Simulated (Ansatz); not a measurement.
The starting structures come from a database of crystals and need not be the phases stable at ambient conditions.

The decay constant κ of evanescent states in the gap governs leakage through a thin film.

Here is the system:

```
NaBH4
1.0
    4.23698     0.00000     0.00000
    0.00000     4.23698     0.00000
    0.00000     0.00000     5.76471
Na B H
2 2 8
Direct
  0.50000   0.50000   0.50000
  0.00000   0.00000   0.00000
  0.50000   0.50000   0.00000
  0.00000   0.00000   0.50000
  0.73632   0.49995   0.87852
  0.49995   0.26368   0.12148
  0.26368   0.50005   0.87852
  0.50005   0.73632   0.12148
  0.23632   0.00005   0.62148
  0.99995   0.23632   0.37852
  0.76368   0.99995   0.62148
  0.00005   0.76368   0.37852
```

Space group of this cell: P4_2/nmc. The cell was relaxed by PBE-D3(BJ).

Transport runs along the normal of the first two printed cell vectors, the (001) plane of the conventional cell.

No gap correction and no spin-orbit coupling; mid-gap values are interpolated between computed energies.

Compute, with r2SCAN run with Ansatz (a program for electronic structure), the band gap and the smallest decay constant κ at mid-gap.

Gap 6.79 eV on a 8×8×6 mesh; κ = 0.525 1/Å, at (0.500, 0.500) of the in-plane reciprocal vectors. At the zone centre, at the nearest computed energy, the slowest state has κ = 0.72 1/Å.
